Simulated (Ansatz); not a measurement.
## Ba: x(Cs) = 0.75, 4 atoms, Fm-3m

The parent structure is Ba in the bcc (W type) structure (space group Im-3m, No. 229; a = 4.881 Å).

The other end (x = 1) is Cs in the bcc (W type) structure (space group Im-3m, No. 229): 108.48 Å³/atom, gap zero.

The change: Cs replaces 75.0 % of the Ba, ordered in a cell of 4 atoms (starting symmetry Fm-3m) and fully relaxed.

Calculations: PBEsol, PAW, 420 eV (Ansatz, a program for electronic structure; no SOC). Settings: 7×7×7 k-points, 0.05 eV Fermi–Dirac smearing, for the changed cell.

Volume per atom: 90.68 Å³ (base 58.13 Å³)
Density: 2.45 g/cm³ (base 3.92 g/cm³)
Band gap: zero (base zero)
Mixing energy: +0.16 eV/atom (to 0.01 eV only: unlike meshes or grids)
Deviation of the volume from the linear (Vegard-type) interpolation: -5.4 %

Each cell is one ordered arrangement of few atoms, which overstates ordering effects compared with a random alloy. No phonon test of stability was made. The base started in Cmcm and relaxed to Im-3m at this level. All final runs are without spin polarisation. An odd electron count without spin: Cs3Ba.
